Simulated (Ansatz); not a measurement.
**Response to strain in SiGe**

Consider SiGe in the wurtzite structure (space group P6_3mc, No. 186; a = 3.904 Å, c = 6.455 Å; a model cell, its experimental status unchecked). Axes: x lies along a and z along c of the hexagonal cell.

Strains are applied to the cell and any free atomic positions relax; under biaxial strain the out-of-plane vector relaxes too.

Calculations: r2SCAN (Ansatz, a program for electronic structure; PAW; 500 eV plane waves; without spin-orbit coupling).

Question: Only one of these has a direct gap. Which?
(A) uniaxial strain ε_zz = −2.01 %
(B) tensor shear ε_xz = +0.66 %
(C) biaxial strain +0.33 %, plane normal [001], relaxed out of plane
(D) isotropic strain +5.25 %

Answer: D, isotropic strain +5.25 %. Computed: tensor shear ε_xz = +0.66 %: indirect, Γ → V₂; isotropic strain +5.25 %: direct at Γ; biaxial strain +0.33 %, plane normal [001], relaxed out of plane: indirect, Γ → M; uniaxial strain ε_zz = −2.01 %: indirect, Γ → M

Stability against distortions was not tested. Labels are those of the standard path for the cell's own space group.
